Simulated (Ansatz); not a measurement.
# BeTe, response to strain

Take BeTe in the zinc blende structure (space group F-43m, No. 216; a = 5.6568 Å) as the base. Axes: x, y, z lie along the cube axes.

Strains are applied to the cell and any free atomic positions relax; under biaxial strain the out-of-plane vector relaxes too.

Computed with Ansatz (an electronic-structure program) r2SCAN, spin-orbit coupling left out.

```csv
"biaxial strain, plane normal [111], relaxed out of plane (%)",out-of-plane strain (%)
0,0.00
0.42,-0.15
0.83,-0.30
1.25,-0.46
1.67,?
2.08,-0.76
2.5,-0.91
```

Fit ε⊥ = −νε + γε² (strains in %) to the rows shown and predict the withheld row.

Least squares on the printed values gives ν = 0.37 (the biaxial Poisson response) and γ = 0.000 (largest residual 0.00 %); this predicts -0.61 %, and the run gives -0.61 %, in agreement.

Whether these cells are dynamically stable was not tested.
